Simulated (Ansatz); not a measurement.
A self-consistent single point of CsFe₂P₂ (I4/mmm, 5 atoms in the cell) with Ansatz (an electronic-structure program).

Method: PBEsol, PAW files made with PBE (plane waves; Ansatz).

```xyz
5
Lattice="-1.8913 1.8913 7.1274 1.8913 -1.8913 7.1274 1.8913 1.8913 -7.1274" Properties=species:S:1:pos:R:3 pbc="T T T"
Cs     0.0000     0.0000     0.0000
Fe     0.0000     1.8913     3.5637
Fe     1.8913     0.0000     3.5637
P      0.0000     0.0000     4.6353
P      0.0000     0.0000     9.6196
```
Moments meant for the start (each program seeds them in its own way; μB, in the order of the atoms Cs Fe Fe P P): 0.0 4.0 4.0 0.0 0.0.

Reference input (self-consistent single point, DFT, PBEsol, plane waves, PAW files made with PBE): basis.ecutwfc = 420 eV; kpoints.mp_grid.grid = 8 8 8; kpoints.mp_grid.shift = 0.5 0.5 0.5; hamiltonian.xc = pbesol; hamiltonian.pseudopotentials = {kind: paw} (the program's default PAW files); magnetization.spin_polarized = true; scf.occupations.method = cold; scf.occupations.width = 0.1 eV. This run's input differs from it in these lines:

```diff
@@ -15,3 +15,3 @@
   mp_grid:
-    grid: [8, 8, 8]
+    grid: [19, 19, 19]
     shift: [0.5, 0.5, 0.5]
```

The program printed (abridged):

```
SCF iter   1: F=—  HF=-15969.473490 eV  |F-HF|=—  |Δ(HF+E_count)|=         —  Δρ=1.88e-1 (↑1.88e-1 ↓9.74e-2)  dr2=1.04e1  dr2_m=1.87e1  M=1.896 μB ∫|m|=2.672 μB  β_m=0.30  ethr=3.10e-3  ⟨swp⟩=8.4  Hψ=195630  notcnv=0
Mixer restart at iter 1: flushing history
all-band conjugate gradients solve this SCF's bands
preconditioner: auto → Kerker (q_TF=auto, 2.431 Å⁻¹)
spin=Collinear: Kerker preconditioning applied to the charge; magnetization (m = ρ↑ − ρ↓) channel mixes plain (no charge-response kernel on spin).
   [... lines left out ...]
SCF iter  18: F=—  HF=-15966.561413 eV  |F-HF|=—  |Δ(HF+E_count)|=   1.23e-9  S|Δr|=    0.00e0  Δρ=1.33e-6 (↑1.33e-6 ↓5.41e-7)  dr2=3.68e-9  dr2_m=1.74e-10  M=-0.000 μB ∫|m|=0.000 μB  β_m=0.99  ethr=3.95e-11  ⟨swp⟩=3.1  Hψ=89174  notcnv=0
SCF iter  19: F=-15966.561413 eV  HF=-15966.561413 eV  |F-HF|=2.95e-10  |Δ(HF+E_count)|=  1.26e-10  S|Δr|=    0.00e0  Δρ=4.12e-7 (↑4.12e-7 ↓1.55e-7)  dr2=1.99e-10  dr2_m=3.06e-11  M=-0.000 μB ∫|m|=0.000 μB  ethr=7.22e-12  ⟨swp⟩=2.0  Hψ=71496  notcnv=0
SCF 1 converged in 19 iterations: F = -15966.561413 eV  dr2 = 1.99e-10
WARN: the starting moments were not kept: the SCF closed with an absolute magnetisation of 2.6e-5 μB, where they sum to 8 μB in size (2 sites) …
   [... lines left out ...]
Absolute magnetization: 0.0000 μB (∫|ρ↑−ρ↓|, with the PAW one-centre terms)
Free energy (F): -15966.561413 eV
Fermi energy:    9.730249 eV
   [... lines left out ...]
  atom   5  P      0.00000000    -0.00000000     0.11086564
--- Stress (GPa, compression-positive) ---
       -1.882142      -0.000000       0.000000
       -0.000000      -1.882142       0.000000
        0.000000       0.000000      -2.255619
  P = ⅓ Tr σ = -2.0066 GPa (-20.066 kbar)
  The stress holds the Pulay correction. Without it, at fixed plane waves, as pw.x and ABINIT print it: P = -2.0431 GPa
```

The run converged in 19 iterations. Against the reference run the free energy stays essentially unchanged (within 1 meV/atom), the pressure moves little (-1.98 to -2.01 GPa) and the largest force goes from 0.063 to 0.111 eV/Å.

The starting cell comes from a database of computed structures (which also holds hypothetical and non-ambient phases and stackings), without a prior relaxation at this level. The starting moments vanished: the run ended non-magnetic, which need not be the lowest state. The program warned that a starting moment was not kept. Ansatz's pressure includes its estimate of the finite-basis (Pulay) stress.

Cost on one core of a shared machine: roughly 4 min.

Keys are those of Ansatz 0.2.
